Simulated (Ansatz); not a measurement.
**Al2Cu: response to strain**

Take Al₂Cu (space group Fm-3m, No. 225; a = 5.736 Å; a cell from a computed database, its experimental status unchecked; relaxed with 0.1 eV smearing) as the base. Axes: x, y, z lie along the cube axes.

Strains are applied to the cell and any free atomic positions relax; under stress the whole cell relaxes.

All numbers come from r2SCAN (Ansatz, a quantum-chemistry and plane-wave program, PAW, no SOC), earlier PAW set.

Notes on the quantities. energy relative to the base: free energy F.

```tsv
variant	volume per atom	energy relative to the base	space group
base	15.72 Å³	0 meV/atom	Fm-3m (No. 225)
isotropic strain −2.57 %	14.54 Å³	+34 meV/atom	Fm-3m (No. 225)
isotropic strain −1.97 %	14.81 Å³	+20 meV/atom	Fm-3m (No. 225)
uniaxial strain ε_xx = +0.28 %	15.77 Å³	+0.1 meV/atom	I4/mmm (No. 139)
uniaxial strain ε_zz = +5.10 %	16.53 Å³	+20 meV/atom	I4/mmm (No. 139)
uniaxial stress, 8 GPa tension along x	16.21 Å³	+32 meV/atom	I4/mmm (No. 139)
tensor shear ε_xy = −0.37 %	15.72 Å³	+0.2 meV/atom	Immm (No. 71)
uniaxial stress, 1 GPa compression along z	15.68 Å³	+0.3 meV/atom	I4/mmm (No. 139)
tensor shear ε_xz = +1.89 %	15.72 Å³	?	Immm (No. 71)
uniaxial stress, 1 GPa tension along z	15.78 Å³	+0.4 meV/atom	I4/mmm (No. 139)
```

Complete the table.


- tensor shear ε_xz = +1.89 %, energy relative to the base: +5.1 meV/atom

Beyond what the load breaks, stability against distortions was not tested. The base started in I4/mmm and relaxed to Fm-3m at this level. The final runs are not spin-polarised.
